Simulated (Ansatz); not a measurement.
# ZrSi2, pressure series

Consider ZrSi₂ (space group Cmcm, No. 63).

Space group Cmcm (No. 63); a = 3.6887 Å, b = 14.8584 Å, c = 3.6668 Å, α = 90.00°, β = 90.00°, γ = 90.00°

```tsv
atom	site	symmetry	x	y	z
Si	4c	m2m	0.0000	0.0517	0.2500
Si	4c	m2m	0.0000	0.2498	0.7500
Zr	4c	m2m	0.0000	0.3942	0.2500
```
(The calculation used a cell of 6 atoms; values per cell refer to that cell.)

Cell and atoms are relaxed at each pressure.

Computed with DFT with r2SCAN, PAW potentials and a 500 eV plane-wave cutoff in Ansatz (a program for electronic structure), spin-orbit coupling left out.

Two rows of this table had their results exchanged by mistake.

```tsv
pressure	volume per atom (Å³)	shortest distance (Å)	band gap
pressure −2 GPa	17.02	2.399	zero
pressure −1 GPa	16.88	2.396	zero
pressure 0.9 GPa	16.63	2.390	zero
pressure 2.1 GPa	16.48	2.386	zero
pressure 4.5 GPa	16.21	2.380	zero
pressure 9 GPa	15.74	2.370	zero
pressure 15 GPa	14.13	2.342	zero
pressure 22.5 GPa	14.62	2.350	zero
pressure 30 GPa	15.20	2.360	zero
```

### Question
Which two?

### Answer
The rows for pressure 15 GPa and pressure 30 GPa: the volume has to fall steadily with pressure, so 15.20 Å³ belongs to pressure 15 GPa and 14.13 Å³ to pressure 30 GPa.

Load acts through the strain it causes; cell and atoms are relaxed under it. Stability against distortions was not tested. Competing high-pressure phases were not computed. All final runs are without spin polarisation.
